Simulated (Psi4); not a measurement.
Psi4 1.11, PBE/def2-svp: W(O)(NH)(Br)(OMe) (C[O][W](=[NH])(=[O])[Br]), 10 atoms. The geometry is a generated start, not checked to be a minimum at this level.

* **task**: energy
* **method**: pbe
* **basis**: def2-svp
* **memory**: 3 GB
* **maxiter**: 100
* **keys of the molecule block**: symmetry c1
* **scf_type**: df (default)
* **e_convergence**: 1e-06 (default)
* **d_convergence**: 1e-06 (default)
* **dft_radial_points**: 75 (default)
* **dft_spherical_points**: 302 (default)
* **effective core potentials**: those of the basis set, past Kr
* **basis functions**: 140
* **grid points**: 216299

```xyz
10

W     -0.8334     0.9126    -0.2910
O     -0.5081     2.3969     0.4337
N     -0.7060     0.9379    -2.0732
H     -0.5027     1.1333    -3.0547
Br    -3.1388     0.4689     0.2321
O      0.1133    -0.4323     0.4948
C      1.1825    -1.2013     0.9705
H      0.7982    -2.0961     1.4770
H      1.8196    -1.5103     0.1275
H      1.7754    -0.6097     1.6832
```

Charge 0 and multiplicity 1 are set for this test and not shown to be the ground state.

With the defaults (diis_max_vecs = 10, diis = true, scf_initial_accelerator = adiis, damping_percentage = 0, guess = auto, which took SAD, diis_start = 1) it converges in 13 SCF iterations. One run each on 2 threads, with these changes:
- diis = false, scf_initial_accelerator = none, damping_percentage = 60
- guess = huckel
- guess = sap
- diis_max_vecs = 20
- guess = core
- diis_max_vecs = 3
- guess = sapgau
- scf_initial_accelerator = ediis
- diis_start = 4

**Question.** Name the settings that don't reach the solution of the defaults.

**Answer.** No convergence: diis_max_vecs = 3; diis = false, scf_initial_accelerator = none, damping_percentage = 60 (the run ends without SCF convergence in 100 iterations). The rest reach the solution of the defaults.

```json
[
 {"setting": "the defaults", "SCF iterations": "13", "end": "same solution"},
 {"setting": "scf_initial_accelerator = ediis", "SCF iterations": "13", "end": "same solution"},
 {"setting": "diis_max_vecs = 20", "SCF iterations": "13", "end": "same solution"},
 {"setting": "guess = huckel", "SCF iterations": "16", "end": "same solution"},
 {"setting": "guess = core", "SCF iterations": "19", "end": "same solution"},
 {"setting": "guess = sapgau", "SCF iterations": "19", "end": "same solution"},
 {"setting": "guess = sap", "SCF iterations": "19", "end": "same solution"},
 {"setting": "diis_start = 4", "SCF iterations": "20", "end": "same solution"},
 {"setting": "diis_max_vecs = 3", "SCF iterations": "100", "end": "no convergence"},
 {"setting": "diis = false, scf_initial_accelerator = none, damping_percentage = 60", "SCF iterations": "100", "end": "no convergence"}
]
```

1 further run of the study ended by our limits or in an error and is left out.
